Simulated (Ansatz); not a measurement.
The parent structure is BeS in the zinc blende structure (space group F-43m, No. 216; a = 4.796 Å).

Method: Ansatz (a program for electronic structure), LDA, PAW, cutoff 420 eV, without spin-orbit coupling.

Strains are applied to the cell and any free atomic positions relax.

One change was made to it. Results:

| quantity | base | after |
|---|---|---|
| mean gap deformation potential ΔEg/Δln V | – | +2.3 eV |
| hole mass (degenerate bands, along [100]) | 0.34, 0.53, 0.53 mₑ (at Γ) | 0.34, 0.52, 0.52 mₑ (at Γ) |
| width of the top valence band | 3.57 eV | 3.65 eV |
| electron mass | 0.80 mₑ along k, 0.28 mₑ across (at X) | 0.79 mₑ along k, 0.27 mₑ across (at X) |

**Question.** What was done to the base?
A. isotropic strain −1.50 %
B. isotropic strain −0.50 %
C. isotropic strain −2.00 %
D. isotropic strain −3.00 %

**Answer.** B, isotropic strain −0.50 %. For comparison, the electron mass in the other runs: isotropic strain −1.50 % gives 0.78 mₑ along k, 0.27 mₑ across (at X); isotropic strain −3.00 % gives 0.77 mₑ along k, 0.26 mₑ across (at X); isotropic strain −2.00 % gives 0.78 mₑ along k, 0.27 mₑ across (at X).

Masses are band curvatures over ±0.01 Å⁻¹ around the edge. Along k means along the line from Γ to the band edge. Gaps are Kohn–Sham eigenvalue differences; semilocal functionals usually give less than the measured gap. Stability against distortions was not tested.
